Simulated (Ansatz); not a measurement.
# RhCo₃C (model structure, started from the Mn3GaN type, Pm-3m, No. 221, 5 atoms in the cell)

All values below come from r²SCAN (Ansatz, a quantum-chemistry and plane-wave program, plane waves, PAW).

Run with plane-wave cutoff 560 eV, 14×14×14 k mesh, Fermi–Dirac smearing 0.05 eV, spin-polarised with parallel moments, scalar-relativistic PAW data made under PBE.

Cell (relaxed at this level):

```
CELL_PARAMETERS angstrom
      3.77662     0.00000     0.00000
      0.00000     3.77662     0.00000
      0.00000     0.00000     3.77662
ATOMIC_POSITIONS crystal
  Co 0.50000 0.50000 0.00000
  Co 0.00000 0.50000 0.50000
  Co 0.50000 0.00000 0.50000
  Rh 0.00000 0.00000 0.00000
  C  0.50000 0.50000 0.50000
```
Starting moments (μB, in the order of the record's atoms Co Co Co Rh C): 3.0 3.0 3.0 0.0 0.0.

| Item | Value |
|---|---|
| band gap | none |
| bulk modulus | 229 GPa |

Note: the magnetic order was assumed, not searched for or taken from measurement; the bulk modulus is −V dP/dV from two relaxed cells at ±2 % in volume; the relaxation could raise the start's symmetry but not lower it, so the cell can be a saddle point.

Spin–orbit coupling is not included.

The computed numbers hold no vibrational or temperature effects.

Computing time: very roughly 8 core-minutes.

A model structure was made by putting elements into a prototype or built by hand; it is no filed structure, need not be a known phase, and can be a saddle point held by its symmetry.
